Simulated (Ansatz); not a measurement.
Start from HfS$_{2}$ in the CdI2 type structure (space group P-3m1, No. 164; layered, stacked along the Cartesian z axis).

```
HfS2
1.0
    3.60570     0.00000     0.00000
   -1.80285     3.12262     0.00000
    0.00000     0.00000     5.76762
Hf S
1 2
Direct
  0.00000   0.00000   0.00000
  0.33333   0.66667   0.25252
  0.66667   0.33333   0.74748
```

Cartesian axes are those of the cell as printed.

Calculations: PBE-D3(BJ) (Ansatz, a quantum-chemistry and plane-wave program, PAW, without spin-orbit coupling).

For the base:

```
Quantity                         Result
-----------------------------  --------
Band gap                        0.85 eV
Shortest interatomic distance   2.541 Å
Pressure                       0.00 GPa
```

The change: the cell is compressed by 1.00 % along z with no lateral relaxation; the atoms relax in the strained cell.

What does the calculation give for the band gap, shortest interatomic distance and pressure after the change?

The band gap falls by 0.06 eV (0.85 eV → 0.79 eV); the shortest interatomic distance stays essentially unchanged (2.541 Å against 2.539 Å); the pressure (mean of the normal stresses, compression positive) goes from zero to 0.23 GPa.

With Hf present, leaving out spin-orbit coupling can change the band edges. No phonon test of stability was made.
